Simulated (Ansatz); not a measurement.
The reference is Rb3GaF6 (space group Fm-3m, No. 225; a = 9.0081 Å; a cell from a computed database, its experimental status unchecked). Axes: x, y, z lie along the cube axes.

All numbers come from DFT with r2SCAN, PAW potentials and a 500 eV plane-wave cutoff in Ansatz (a quantum-chemistry and plane-wave program), no spin-orbit coupling.

The change: an isotropic linear strain of −0.84 %; the atoms relax in the strained cell.

Problem. Predict the stress tensor and what it implies for the stiffness.

Solution. Stress of the strained cell less that of the base (GPa, compression positive):
```
   1.10    0.00    0.00
   0.00    1.10    0.00
   0.00    0.00    1.10
```

Then B = −ΔP/(ΔV/V₀) with ΔV/V₀ = -0.0250 gives secant stiffness values (nonlinear terms included at this strain): B ≈ 44 GPa.

Stability against distortions was not tested.
